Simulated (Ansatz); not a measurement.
The starting structures come from a database of crystals and need not be the phases stable at ambient conditions.

By PBEsol, the system below comes out a metal.

The ballistic (Sharvin) conductance counts the channels at the Fermi level: G/A = (e²/h) × channels of both spins per area.

Data:

```
CELL_PARAMETERS angstrom
      4.00605     0.00000     0.00000
      0.00000     4.00605     0.00000
      0.00000     0.00000     4.00605
ATOMIC_POSITIONS crystal
  Sc 0.00000 0.00000 0.00000
  Al 0.50000 0.00000 0.50000
  Al 0.00000 0.50000 0.50000
  Al 0.50000 0.50000 0.00000
```

Space group of this cell: Pm-3m, Cu3Au type. The cell is strained (all lengths scaled by 0.98); by PBEsol its mean pressure is 4.9 GPa.

The current flows along the normal of the first two printed cell vectors, the (001) plane of the conventional cell. No spin-orbit coupling; the value is a mean over 0.1 eV about the Fermi level.

Question: Give the ballistic conductance per area that PBEsol (Ansatz, a program for electronic structure) yields.

Answer: 0.59 × 10¹⁵ S/m² for both spins.
